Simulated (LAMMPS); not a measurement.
An MD run on a symmetric tilt boundary about [1-10] in HgTe (zinc blende), boundary plane (332).

Model: classical MD, pair style sw, file CdTeZnSeHgS0.sw, run in LAMMPS.

Σ11, energy 0.30 J/m² at 0 K; heated in steps, 60 ps sampled at each, free outer surfaces; steps at which the grains lost their order are left out.

```csv
T (K),disordered width (Å),disordered share in the grains
475,2.0,0.00
665,3.2,0.00
760,3.8,0.02
855,…,0.06
922,…,0.13
```

Complete the blanks.


- 922, disordered width (Å): 6.8
- 855, disordered width (Å): 5.0
